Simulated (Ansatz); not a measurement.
Results of PBE+SOC (PAW; Ansatz, a quantum-chemistry and plane-wave program) for Zn₄Te₃S (model structure, P-4m2, No. 115, 8 atoms in the cell).

Numerical settings: plane-wave cutoff 520 eV, 8×8×4 k mesh (along the axes of the cell as run), Fermi–Dirac smearing 0.01 eV, PAW data made under PBE.

Cell (relaxed with PBEsol):

```xyz
8
Lattice="4.1770 0.0000 0.0000 0.0000 4.1770 0.0000 0.0000 0.0000 11.7094" Properties=species:S:1:pos:R:3 pbc="T T T"
Zn     0.0000     0.0000     0.1536
S      2.0885     0.0000     1.3415
Zn     2.0885     2.0885     2.5293
Te     0.0000     2.0885     4.0852
Zn     0.0000     0.0000     5.6365
Te     2.0885     0.0000     7.1962
Zn     2.0885     2.0885     8.7559
Te     0.0000     2.0885    10.3071
```

Task: Predict the band gap.

Result: 
* **band gap**: 0.91 eV (direct)

Note: the relaxation could raise the start's symmetry but not lower it, so the cell can be a saddle point; cell and atoms aren't relaxed at this level (largest force component 0.02 eV/Å, pressure 3.0 GPa).

Computed values are for the static lattice.

A model structure was made by putting elements into a prototype or built by hand; it is no filed structure, need not be a known phase, and can be a saddle point held by its symmetry.
